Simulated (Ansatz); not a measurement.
**What pressure −1 GPa does to WSi2**

The parent structure is WSi2 (space group I4/mmm, No. 139; a = 3.229 Å, c = 7.867 Å).

Perturbation: a negative pressure, −1 GPa.

Computed with PBE (Ansatz, a first-principles code; PAW; 420 eV plane waves; scalar-relativistic without spin-orbit coupling). k-mesh 20×20×20 (Γ-centred); smearing 0.05 eV (Fermi–Dirac).

The volume per atom rises by 0.063 Å³ (13.67 Å³ → 13.74 Å³) and the density decreases by 0.045 g/cm³ (9.72 g/cm³ → 9.67 g/cm³). The c/a ratio is nearly the same (2.436 against 2.435) and the shortest interatomic distance rises by 0.002 Å, from 2.603 Å to 2.605 Å. The enthalpy H = E + PV relative to the base's energy comes out as -0.09 eV/atom and the band gap remains zero.

Load acts through the strain it causes; cell and atoms are relaxed under it. Whether these cells are dynamically stable was not tested. The final runs are not spin-polarised.
